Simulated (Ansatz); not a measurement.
Consider Nb in the bcc (W type) structure (space group Im-3m, No. 229; a = 3.273 Å; relaxed with 0.1 eV smearing). Axes: x, y, z lie along the cube axes.

Calculations: PBEsol in Ansatz (plane waves to 420 eV, PAW, spin-orbit coupling left out).

The change: biaxial strain −2.50 %, plane normal [001], relaxed out of plane (Cartesian); in-plane vectors clamped, the third vector and the atoms free.

### Question
How does this affect the energy relative to the base?

### Answer
The energy grows by 19 meV/atom.

### Question
What does the calculation give for the out-of-plane strain after the change?

### Answer
The out-of-plane strain amounts to +2.66 %.

### Question
What does the calculation give for the in-plane stress after the change?

### Answer
The mean in-plane stress (compression positive) amounts to +7.2 GPa.

Whether these cells are dynamically stable was not tested. The final runs are not spin-polarised.

Ansatz is a program for electronic structure.
